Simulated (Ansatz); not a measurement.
Worked example: self-consistent single point of LaAs (I4mm, 2 atoms in the cell) in Ansatz (a first-principles code).

Computed with LDA (PW92), default PAW files made with PBE (plane waves; Ansatz).

The change in words: lattice scaled by 0.98; kpoints.mp_grid.grid: 9 9 9 → 20 20 20. Reference geometry:
```xyz
2
Lattice="0.0000 3.1146 3.1146 3.1146 0.0000 3.1146 3.1146 3.1146 0.0000" Properties=species:S:1:pos:R:3 pbc="T T T"
La     0.0000     0.0000     0.0500
As     3.1146     3.1146     3.1146
```

Reference input (self-consistent single point, DFT, LDA (PW92), plane waves, default PAW files made with PBE): basis.ecutwfc = 420 eV; kpoints.mp_grid.grid = 9 9 9; hamiltonian.xc = lda; hamiltonian.pseudopotentials = {kind: paw} (the program's default PAW files); scf.occupations.method = gaussian; scf.occupations.width = 0.1 eV. This run's input differs from it in these lines:

Ansatz 0.2 input:
```diff
@@ -2,5 +2,5 @@
   lattice:
-    - [0.000000, 3.114580, 3.114580]
-    - [3.114580, 0.000000, 3.114580]
-    - [3.114580, 3.114580, 0.000000]
+    - [0.000000, 3.052288, 3.052288]
+    - [3.052288, 0.000000, 3.052288]
+    - [3.052288, 3.052288, 0.000000]
   atoms:
@@ -11,3 +11,3 @@
 kpoints:
-  mp_grid: { grid: [9, 9, 9] }
+  mp_grid: { grid: [20, 20, 20] }
 hamiltonian:
```

Output, abridged:

```
SCF iter   1: F=—  HF=-10852.891241 eV  |F-HF|=—  |Δ(HF+E_count)|=         —  Δρ=4.12e-3  dr2=4.72e-3  ethr=1.77e-3  ⟨swp⟩=4.0  Hψ=44459  notcnv=0
all-band conjugate gradients solve this SCF's bands
preconditioner: auto → Kerker (q_TF=auto, 2.395 Å⁻¹)
SCF iter   2: F=—  HF=-10852.889131 eV  |F-HF|=—  |Δ(HF+E_count)|=   2.11e-3  Δρ=2.21e-3  dr2=1.37e-3  ethr=1.81e-5  ⟨swp⟩=2.0  Hψ=23717  notcnv=0
   [... lines left out ...]
SCF iter   5: F=—  HF=-10852.888874 eV  |F-HF|=—  |Δ(HF+E_count)|=   1.50e-6  Δρ=3.04e-5  dr2=8.65e-7  ethr=2.21e-8  ⟨swp⟩=2.0  Hψ=19237  notcnv=0
SCF iter   6: F=-10852.888873 eV  HF=-10852.888873 eV  |F-HF|=9.05e-9  |Δ(HF+E_count)|=   4.37e-7  Δρ=1.21e-5  dr2=8.41e-8  ethr=3.85e-10  ⟨swp⟩=3.4  Hψ=51858  notcnv=0
the search or the solves at the SCF's close seem to have found levels that the self-consistency loop had missed (the run counts 4) …
SCF 1 converged in 6 iterations: F = -10852.888873 eV  dr2 = 8.41e-8
Free energy (F): -10852.888873 eV
Internal energy: -10852.888116 eV  (E = F + TS)
E sigma→0 (E₀):  -10852.888495 eV
Entropy (-TS):   -0.000757 eV (-0.378 meV/atom)
Fermi energy:    10.007783 eV
--- Forces (eV/Å), atoms counted from 1 ---
  atom   1  La     0.00000000    -0.00000000    -0.13799390
  atom   2  As    -0.00000000     0.00000000     0.13798679
--- Stress (GPa, compression-positive) ---
       -1.492976       0.000000       0.000000
        0.000000      -1.492976       0.000000
        0.000000      -0.000000      -1.283568
  P = ⅓ Tr σ = -1.4232 GPa (-14.232 kbar)
  The stress holds the Pulay correction. Without it, at fixed plane waves, as pw.x and ABINIT print it: P = -1.4385 GPa
```

The run converged in 6 iterations. Against the reference run the free energy drops by 37.8 meV/atom, the pressure goes from -5.11 to -1.42 GPa and the largest force goes from 0.100 to 0.138 eV/Å.

The starting cell comes from a database of computed structures (which also holds hypothetical and non-ambient phases and stackings), without a prior relaxation at this level. Its lattice was rescaled by up to half a per cent. One atom was moved a little off its site on purpose. For this run, on top of that: lattice scaled by 0.98. Ansatz's pressure includes its estimate of the finite-basis (Pulay) stress.

Cost on one core of a shared machine: roughly 70 s.
